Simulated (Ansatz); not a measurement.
**TiAl₃ (model structure, started from the A15 type, Pm-3n, No. 223, 8 atoms in the cell): properties by level of theory**

```csv
level (code),lattice constant a (Å),enthalpy of formation (eV/atom)
PBE (Ansatz),5.115,-0.141
PBEsol (Ansatz),5.075,-0.137
PBE-D3(BJ) (Ansatz),___,-0.134
```

### Question
Complete the blanks.

### Answer

- PBE-D3(BJ) (Ansatz, a quantum-chemistry and plane-wave program), lattice constant a (Å): 5.045

Ansatz's density-functional and Hartree–Fock values are scalar-relativistic unless marked +SOC, with PAW data made under PBE.

The computed numbers hold no vibrational or temperature effects.

A model structure was made by putting elements into a prototype or built by hand; it is no filed structure, need not be a known phase, and can be a saddle point held by its symmetry.
